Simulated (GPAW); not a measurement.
Troubleshooting GPAW: a failed run on Si3N4 (P6_3/m, 14 atoms in the cell). The aim is a self-consistent single point with DFT PBEsol, plane waves, GPAW PAW datasets PBEsol (made by gpaw-setup).

Input as run:

```python
from ase import Atoms
from ase.units import GPa
from gpaw import GPAW

atoms = Atoms(['Si', 'Si', 'Si', 'Si', 'Si', 'Si', 'N', 'N', 'N', 'N', 'N', 'N', 'N', 'N'],
              cell=[[7.618228, 0.000000, 0.000000],
                    [-3.809114, 6.597579, 0.000000],
                    [0.000000, 0.000000, 2.910429]],
              scaled_positions=[[0.231080, 0.824950, 0.750000],
                                [0.768920, 0.175050, 0.250000],
                                [0.406130, 0.231080, 0.250000],
                                [0.593870, 0.768920, 0.750000],
                                [0.175050, 0.406130, 0.750000],
                                [0.824950, 0.593870, 0.250000],
                                [0.333333, 0.666667, 0.750000],
                                [0.666667, 0.333333, 0.250000],
                                [0.969190, 0.669850, 0.750000],
                                [0.030810, 0.330150, 0.250000],
                                [0.299340, 0.969190, 0.250000],
                                [0.700660, 0.030810, 0.750000],
                                [0.330150, 0.299340, 0.750000],
                                [0.669850, 0.700660, 0.250000]],
              pbc=True)

calc = GPAW(mode={'name': 'pw', 'ecut': 950},
            xc='PBEsol',
            kpts={'size': (3, 3, 6), 'gamma': True},
            occupations={'name': 'methfessel-paxton', 'width': 0.01, 'order': 0},
            nbands=-4,
            convergence={'forces': 0.001, 'bands': -2},
            symmetry={'symmorphic': False, 'tolerance': 0.0005},
            maxiter=3)

atoms.calc = calc

energy = atoms.get_potential_energy()
print('Energy (eV):', round(energy, 6))
forces = atoms.get_forces()
print('Forces (eV/Ang):')
print(forces.round(5))
stress = atoms.get_stress()
print('Stress (GPa, Voigt):', (stress / GPa).round(4))
```

Output, abridged:

```
     iter     time        total  log10-change:
                         energy   eigst   dens  force
iter:   1 --:--:--  -134.366920   +0.25
iter:   2 --:--:--  -131.013596   -0.58  -0.60
iter:   3 --:--:--  -120.028365   -0.10  -0.64

Did not converge!

Here are some tips:

1) Make sure the geometry and spin-state is physically sound.
2) Use less aggressive density mixing.
3) Solve the eigenvalue problem more accurately at each scf-step.
4) Use a smoother distribution function for the occupation numbers.
5) Try adding more empty states.
6) Use enough k-points.
7) Don't let your structure optimization algorithm take too large steps.
8) Solve the Poisson equation more accurately.
9) Better initial guess for the wave functions.

See details here:

    https://gpaw.readthedocs.io/documentation/convergence.html
Traceback (most recent call last):
   [... frames left out ...]
gpaw.KohnShamConvergenceError: Did not converge!  See text output for help.
```

Problem. What caused this, and what should be changed?

Solution. The fault is an iteration limit that is too low. The loop is cut before its threshold is met, so whatever is printed at the end is not self-consistent. To fix it, raise the limit, or leave it to the default. The run ended unconverged after 3 iterations.

An input that runs soundly differs in these lines (not the only fix; some lines may just follow from the change or write a value another way):
```diff
-            maxiter=3)
+            maxiter=100)
```

With that input, the run converged in 55 iterations: free energy E − TS (from the program's reference atoms) -120.0867 eV; top of the valence band (on the code's own zero) 6.98 eV; gap on the k-point mesh 4.41 eV; largest force (vector length) 0.059 eV/Å (DFT PBEsol, plane waves, GPAW PAW datasets PBEsol (made by gpaw-setup)).

On the sound input: the starting cell comes from a database of computed structures (which also holds hypothetical and non-ambient phases and stackings), without a prior relaxation at this level. Its lattice was rescaled by a random factor within 2.5 % of one.
